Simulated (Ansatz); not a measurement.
The structure below was relaxed with Ansatz (a quantum-chemistry and plane-wave program), PBE, PAW, cutoff 420 eV, no SOC, at pressure 45 GPa.

Space group F-43m (No. 216); a = b = c = 4.264 Å, α = β = γ = 90.00°

| atom | site | symmetry | x | y | z |
|---|---|---|---|---|---|
| P | 4c | -43m | 0.2500 | 0.2500 | 0.2500 |
| B | 4a | -43m | 0.0000 | 0.0000 | 0.0000 |

Problem. Write out a cell with all atoms.

Solution. 
```xyz
8
Lattice="4.2643 0.0000 0.0000 0.0000 4.2643 0.0000 0.0000 0.0000 4.2643" Properties=species:S:1:pos:R:3 pbc="T T T"
P      1.0661     1.0661     1.0661
B      0.0000     0.0000     0.0000
P      1.0661     3.1983     3.1983
B      0.0000     2.1322     2.1322
P      3.1983     1.0661     3.1983
B      2.1322     0.0000     2.1322
P      3.1983     3.1983     1.0661
B      2.1322     2.1322     0.0000
```
This is the conventional cell.

Load acts through the strain it causes; cell and atoms are relaxed under it. Whether these cells are dynamically stable was not tested. No other phases were tried under pressure. The cell was made from BP in the zinc blende structure (space group F-43m, No. 216) by this change: pressure 45 GPa.
